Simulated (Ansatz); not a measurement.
Consider SiC in the zinc blende structure (space group F-43m, No. 216; a = 4.380 Å).

Structures relaxed with PBE, PAW, 420 eV (Ansatz, a first-principles code; no spin-orbit coupling).

Base:

Simulated powder pattern, Cu Kα1, λ = 1.54056 Å (kinematic, ideal powder, no thermal factors, no anomalous dispersion; the 14 strongest lines at most, above 2 %, up to 2θ = 90°):

| 2θ (°) | I/Imax (%) | hkl |
|---|---|---|
| 35.47 | 100 | (111) |
| 41.19 | 18 | (200) |
| 59.66 | 46 | (220) |
| 71.37 | 35 | (311) |
| 75.07 | 5.0 | (222) |
| 89.42 | 7.5 | (400) |

After one change:

Simulated powder pattern, Cu Kα1, λ = 1.54056 Å (kinematic, ideal powder, no thermal factors, no anomalous dispersion; the 14 strongest lines at most, above 2 %, up to 2θ = 90°):

```tsv
2θ (°)	I/Imax (%)
34.62	49
34.87	50
35.19	100
40.11	12
40.84	23
58.41	31
58.53	16
58.74	31
59.72	15
69.71	11
70.02	12
70.32	11
70.90	11
71.05	11
```

### Question
Name the change that was made.
A. x(Al) = 0.25, 8 atoms, Cm
B. x(Al) = 0.5, 4 atoms, P-4m2
C. x(Al) = 0.25, 8 atoms, P-4m2
D. x(Al) = 0.5, 8 atoms, Pmn2_1

### Answer
A, x(Al) = 0.25, 8 atoms, Cm. Its volume per atom is 10.95 Å³ against 10.50 Å³, and its space group is Cm (No. 8).

Each cell is one ordered arrangement of few atoms, which overstates ordering effects compared with a random alloy. No phonon test of stability was made. The final runs are not spin-polarised. An odd electron count without spin: AlSi3C4 and AlSiC2.
